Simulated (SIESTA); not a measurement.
## SIESTA run on InSe (P-6m2, 8 atoms in the cell): self-consistent single point

Computed with SIESTA with LDA PW92, numerical atomic orbitals DZP, PseudoDojo LDA standard norm-conserving potentials (rewritten from UPF to PSML).

This input was run:

```
# files in the folder: In.psml Se.psml (PseudoDojo LDA standard)
SystemName  InSe
SystemLabel InSe

NumberOfAtoms                8
NumberOfSpecies              2
%block ChemicalSpeciesLabel
  1 49 In
  2 34 Se
%endblock ChemicalSpeciesLabel
LatticeConstant              4.047330 Ang
%block LatticeVectors
     1.000000000    0.000000000    0.000000000
    -0.500000000    0.866025503    0.000000000
     0.000000000    0.000000000    4.460239219
%endblock LatticeVectors
AtomicCoordinatesFormat      Bohr
%block AtomicCoordinatesAndAtomicSpecies
     0.000000000    0.000000000   19.696764541  1
     0.000000000    0.000000000   14.416684845  1
    -0.000003824    4.415776896   31.473409537  1
    -0.000003824    4.415776896    2.640039848  1
     3.824176442    2.207885136   29.098772326  2
     3.824176442    2.207885136    5.014677060  2
    -0.000003824    4.415776896   22.072084021  2
    -0.000003824    4.415776896   12.041365364  2
%endblock AtomicCoordinatesAndAtomicSpecies

XC.functional                LDA
XC.authors                   PW92
PAO.BasisSize                DZP
PAO.EnergyShift              0.005 Ry
MeshCutoff                   300 Ry
%block kgrid.MonkhorstPack
    5   0   0  0.0
    0   5   0  0.0
    0   0   1  0.0
%endblock kgrid.MonkhorstPack
OccupationFunction           FD
ElectronicTemperature        116.05 K

MaxSCFIterations             150
SCF.Mixer.Method             Pulay
SCF.Mixer.Weight             0.1
SCF.Mixer.History            6
SCF.DM.Tolerance             1.0E-05
Diag.ParallelOverK           true
WriteForces                  true
Charge.Mulliken              end
```

Output, abridged:

```
reinit: Reading from file input.fdf

reinit: System Name: InSe
reinit: System Label: InSe

coor:   Atomic-coordinates input format  =     Cartesian coordinates
coor:                                            (in Bohr units)

siesta: Atomic coordinates (Bohr) and species
siesta:      0.00000   0.00000  19.69676  1        1
siesta:      0.00000   0.00000  14.41668  1        2
siesta:     -0.00000   4.41578  31.47341  1        3
siesta:     -0.00000   4.41578   2.64004  1        4
siesta:      3.82418   2.20789  29.09877  2        5
siesta:      3.82418   2.20789   5.01468  2        6
siesta:     -0.00000   4.41578  22.07208  2        7
siesta:     -0.00000   4.41578  12.04137  2        8

siesta: System type = bulk

initatomlists: Number of atoms, orbitals, and projectors:      8   144   144

siesta: ******************** Simulation parameters ****************************
redata: Spin configuration                          = none
redata: Time-Reversal Symmetry                      = T
redata: Number of Atomic Species                    =        2
redata: Mesh Cutoff                                 =   300.0000 Ry
redata: Net charge of the system                    =     0.0000 |e|
redata: Min. number of SCF Iter                     =        0
redata: Max. number of SCF Iter                     =      150
redata: SCF convergence failure will abort job
redata: SCF mix quantity                            = Hamiltonian
redata: Mix DM or H after convergence               =   F
redata: Recompute H after scf cycle                 =   F
redata: Mix DM in first SCF step                    =   T
redata: No kicks to SCF
redata: DM Mixing Weight for Kicks                  =     0.5000
redata: Require Harris convergence for SCF          =   F
redata: Harris energy tolerance for SCF             =     0.000100 eV
redata: Require DM convergence for SCF              =   T
   [... lines left out ...]
diag: Parallel distribution                         =     1 x     1
diag: Used triangular part                          = Lower
diag: Absolute tolerance                            =  0.100E-15
diag: Orthogonalization factor                      =  0.100E-05
diag: Memory factor                                 =  1.0000

superc: Internal auxiliary supercell:     5 x     7 x     3  =     105
superc: Number of atoms, orbitals, and projectors:    840  15120  15120

                        Single-point calculation

superc: Internal auxiliary supercell:     5 x     7 x     3  =     105
superc: Number of atoms, orbitals, and projectors:    840  15120  15120

outcell: Unit cell vectors (Ang):
        4.047330    0.000000    0.000000
       -2.023665    3.505091    0.000000
        0.000000    0.000000   18.052060

outcell: Cell vector modules (Ang)   :    4.047330    4.047330   18.052060
outcell: Cell angles (23,13,12) (deg):     90.0000     90.0000    120.0000
outcell: Cell volume (Ang**3)        :    256.0912
new_DM -- step:     1
Initializing Density Matrix...

Attempting to read DM from file... Failed...
DM filled with atomic data:

InitMesh: MESH = 40 x 40 x 192 = 307200
InitMesh: Mesh cutoff (required, used) =   300.000   312.645 Ry

stepf: Fermi-Dirac step function
        iscf     Eharris(eV)        E_KS(eV)     FreeEng(eV)     dDmax    Ef(eV) dHmax(eV)
   scf:    1   -20391.071540   -20396.653697   -20396.653697  1.340421 -4.619835  4.693012
   scf:    2   -20399.069064   -20397.989365   -20397.989365  0.038608 -4.623873  3.336113
   scf:    3   -20399.087463   -20398.789567   -20398.789567  0.063023 -4.707170  1.256939
   scf:    4   -20398.936715   -20398.926097   -20398.926097  0.071031 -4.727502  0.362309
   scf:    5   -20398.653503   -20398.886444   -20398.886444  0.029542 -4.608824  0.642168
   scf:    6   -20398.917977   -20398.961146   -20398.961146  0.015211 -4.658319  0.185376
   [... 2 lines left out ...]
   scf:    9   -20398.970848   -20398.970756   -20398.970756  0.000911 -4.696760  0.002285
   scf:   10   -20398.970756   -20398.970756   -20398.970756  0.000046 -4.696844  0.001167
   scf:   11   -20398.970757   -20398.970756   -20398.970756  0.000112 -4.697544  0.000280
   scf:   12   -20398.970756   -20398.970756   -20398.970756  0.000018 -4.697777  0.000276
   scf:   13   -20398.970756   -20398.970756   -20398.970756  0.000004 -4.697785  0.000227
SCF Convergence by DM+H criterion
max |DM_out - DM_in|         :     0.0000037577
max |H_out - H_in|      (eV) :     0.0002271538
SCF cycle converged after 13 iterations

Using DM_out to compute the final energy and forces

siesta: E_KS(eV) =           -20398.9708

siesta: E_KS - E_eggbox =    -20398.9708

siesta: Atomic forces (eV/Ang):
     1   -0.000011    0.000007   -0.378525
     2   -0.000011    0.000007    0.378525
     3    0.000022   -0.000012    0.372680
     4    0.000022   -0.000012   -0.372680
     5   -0.000023    0.000013   -0.204372
     6   -0.000022    0.000012    0.204372
     7    0.000012   -0.000008    0.216211
     8    0.000012   -0.000008   -0.216211
   Tot   -0.000000   -0.000001    0.000000
   Max    0.378525
   Res    0.175757    sqrt( Sum f_i^2 / 3N )
   Max    0.378525    constrained

Stress tensor Voigt[x,y,z,yz,xz,xy] (kbar):       10.43       10.43       16.53       -0.00        0.00       -0.00
(Free)E + p*V (eV/cell)   -20400.9636
Target enthalpy (eV/cell)   -20398.9708

siesta: Program's energy decomposition (eV):
siesta: Ebs     =     -3220.976228
siesta: Eions   =     23065.140683
siesta: Ena     =      1439.415000
siesta: Ekin    =     13063.693767
siesta: Enl     =     -7145.506186
siesta: Eso     =         0.000000
siesta: Edftu   =         0.000000
siesta: DEna    =        49.458256
siesta: DUscf   =         1.249378
siesta: DUext   =         0.000000
siesta: Ex      =     -4374.498897
siesta: Ec      =      -367.641390
siesta: Exc     =     -4742.140287
siesta: Eharris =    -20398.970756
siesta: Etot    =    -20398.970756
siesta: FreeEng =    -20398.970756

siesta: Atomic forces (eV/Ang):
siesta:      1   -0.000011    0.000007   -0.378525
siesta:      2   -0.000011    0.000007    0.378525
siesta:      3    0.000022   -0.000012    0.372680
siesta:      4    0.000022   -0.000012   -0.372680
siesta:      5   -0.000023    0.000013   -0.204372
siesta:      6   -0.000022    0.000012    0.204372
siesta:      7    0.000012   -0.000008    0.216211
siesta:      8    0.000012   -0.000008   -0.216211
siesta: ----------------------------------------
   [... lines left out ...]
siesta: Cell volume =        256.091216 Ang**3
siesta:         -12.46782176        -19.08180800  kBar
   [... lines left out ...]

              0.115   0.072

Species: Se
Atom  Qatom  Qorb
               4s      4s      4py     4pz     4px     4py     4pz     4px
               3dxy    3dyz    3dz2    3dxz    3dx2-y2 4dxy    4dyz    4dz2
               4dxz    4dx2-y2
   5 15.835   1.641   0.133   0.933   1.398   0.933   0.315   0.081   0.315
              2.001   2.001   2.001   2.001   2.001   0.006   0.028   0.013

              0.028   0.006
   6 15.835   1.641   0.133   0.933   1.398   0.933   0.315   0.081   0.315
              2.001   2.001   2.001   2.001   2.001   0.006   0.028   0.013

              0.028   0.006
   7 15.848   1.650   0.129   0.943   1.394   0.943   0.308   0.082   0.308
              2.001   2.001   2.001   2.001   2.001   0.007   0.030   0.012

              0.030   0.007
   8 15.848   1.650   0.129   0.943   1.394   0.943   0.308   0.082   0.308
              2.001   2.001   2.001   2.001   2.001   0.007   0.030   0.012

              0.030   0.007

mulliken: Qtot =      116.000

Mulliken Atomic Populations:
Atom #   charge [q] valence [e]  Species
     1    -0.146694   13.146694  In
     2    -0.146694   13.146694  In
     3    -0.170522   13.170522  In
     4    -0.170522   13.170522  In
     5     0.165058   15.834942  Se
     6     0.165058   15.834942  Se
     7     0.152157   15.847843  Se
     8     0.152157   15.847843  Se
 Total    -0.000000
```

The run converged in 13 iterations.

The starting cell comes from a database of computed structures (which also holds hypothetical and non-ambient phases and stackings), without a prior relaxation at this level. Values carry the incompleteness of an atom-centred basis.

Cost on one core of a shared machine: roughly 50 s.
